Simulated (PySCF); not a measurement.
PySCF 2.14.0, unrestricted B3LYP/def2-svpd, df: Mn(F)(SH) ([F][Mn][SH]), charge 0, multiplicity 6, 4 atoms. The geometry is a generated start, not checked to be a minimum at this level.

| Property | Result |
|---|---|
| task | energy |
| method | b3lyp |
| basis | def2-svpd |
| two-electron scheme | density fitting |
| mol.max_memory | 3000 MB |
| mf.max_cycle | 100 |
| mf.diis_space | 8 (default) |
| mf.conv_tol | 1e-09 (default) |
| mf.grids.level | 3 (default) |
| basis functions | 92 |
| grid points | 63856 |

```xyz
4

Mn    -0.1888     1.0212    -0.3341
F     -0.6742     0.9370    -2.0142
S      0.3902    -0.3270     1.2289
H      0.4729    -1.6312     1.1195
```

Charge 0 and multiplicity 6 are set for this test and not shown to be the ground state.

With the defaults (mf.DIIS = CDIIS, mf.diis = true, mf.damp = 0, mf.diis_start_cycle = 1, mf.init_guess = minao, mf.level_shift = 0) it converges in 26 Fock builds. One run each on 2 threads, 1 BLAS thread, with these changes:
- mf.init_guess = atom
- mf.DIIS = ADIIS
- mf.DIIS = EDIIS
- mf.diis = false, mf.damp = 0.7, mf.diis_start_cycle = 999
- mf.level_shift = 0.3 Hartree
- mf.diis = false
- mf.init_guess = mod_huckel
- mf.level_shift = 1 Hartree
- mf.init_guess = 1e

Problem. Which runs fail or end elsewhere than the default run?

Solution. No convergence: mf.DIIS = EDIIS; mf.diis = false; mf.diis = false, mf.damp = 0.7, mf.diis_start_cycle = 999 (the run ends without SCF convergence in 100 cycles). The rest reach the solution of the defaults.

```
setting                                                    Fock builds             end
---------------------------------------------------------  -----------  --------------
mf.init_guess = mod_huckel                                          18   same solution
mf.init_guess = 1e                                                  21   same solution
the defaults                                                        26   same solution
mf.DIIS = ADIIS                                                     27   same solution
mf.init_guess = atom                                                36   same solution
mf.level_shift = 0.3 Hartree                                        41   same solution
mf.level_shift = 1 Hartree                                          56   same solution
mf.DIIS = EDIIS                                                    101  no convergence
mf.diis = false                                                    101  no convergence
mf.diis = false, mf.damp = 0.7, mf.diis_start_cycle = 999          101  no convergence
```
